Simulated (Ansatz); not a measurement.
Results of Hartree–Fock in Ansatz (PAW) for fluorite CoSi2.

Run with plane-wave cutoff 460 eV, 10×10×10 k mesh, Fermi–Dirac smearing 0.05 eV, no spin polarisation, scalar-relativistic PAW data made under PBE.

Cell (relaxed at this level):

CoSi2 is modelled in the cubic space group Fm-3m (No. 225), Pearson symbol cF12. Lattice parameters: a = 5.330 Å, b = 5.330 Å, c = 5.330 Å, α = 90.00°, β = 90.00°, γ = 90.00°. Co on 4a is surrounded by 8 Si at 2.308 Å (cubic). Si on 8c has 4 Co at 2.308 Å and 6 Si at 2.665 Å. (Neighbours: up to the widest gap in distance over summed covalent radii, below 1.35, at either atom; cation-cation and far metal-metal contacts left out.)
(The calculation used a cell of 3 atoms; values per cell refer to that cell.)

Task: Give the computed bulk modulus B0 and pressure derivative B′ of the bulk modulus.

Result: 
- bulk modulus B0 = 190 GPa
- pressure derivative B′ of the bulk modulus = 4.4

Note: the run has no spin polarisation, so it can have missed a magnetic state.

Static lattice: no zero-point or thermal effects.

Cost on a shared machine: around 28 core-minutes (rough).

Ansatz is a first-principles code.
